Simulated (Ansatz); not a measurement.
Take HfO2 in the fluorite structure (space group Fm-3m, No. 225) as the base.

```
CELL_PARAMETERS angstrom
      0.00000     2.52945     2.52945
      2.52945     0.00000     2.52945
      2.52945     2.52945     0.00000
ATOMIC_POSITIONS crystal
  Hf 0.00000 0.00000 0.00000
  O  0.25000 0.25000 0.25000
  O  0.75000 0.75000 0.75000
```

Cartesian axes are those of the cell as printed.

Method: r2SCAN (Ansatz, a quantum-chemistry and plane-wave program; PAW; 500 eV plane waves; no spin-orbit coupling), earlier PAW set.

Free-standing slabs (3 atom(s) a layer) normal to [111] with 15 Å of vacuum; in-plane cell held at bulk.

One change was made to it. Results:

```json
[
 {"quantity": "excess energy per area of both faces (slab less bulk energy over the cell's area: twice a surface energy)", "base": "–", "after": "2.19 J/m²"},
 {"quantity": "band gap", "base": "4.30 eV", "after": "4.50 eV"},
 {"quantity": "gap character", "base": "–", "after": "direct at M"},
 {"quantity": "shortest interatomic distance", "base": "2.191 Å", "after": "2.133 Å"}
]
```

Question: Which of these changes matches the shifts?
A) 2 layers
B) 3 layers
C) 4 layers
D) 6 layers
E) 5 layers

Answer: E, 5 layers. For comparison, the band gap in the other runs: 3 layers gives 4.69 eV; 4 layers gives 4.58 eV; 6 layers gives 4.45 eV; 2 layers gives 4.98 eV.

Slab and bulk use different k-meshes, which limits the precision of the excess energy. Spin-orbit coupling, missing from the scalar runs, can matter with Hf. Whether these cells are dynamically stable was not tested. This is not the structure that HfO2 has at room temperature and ambient pressure. Labels are those of the standard path for the cell's own space group.
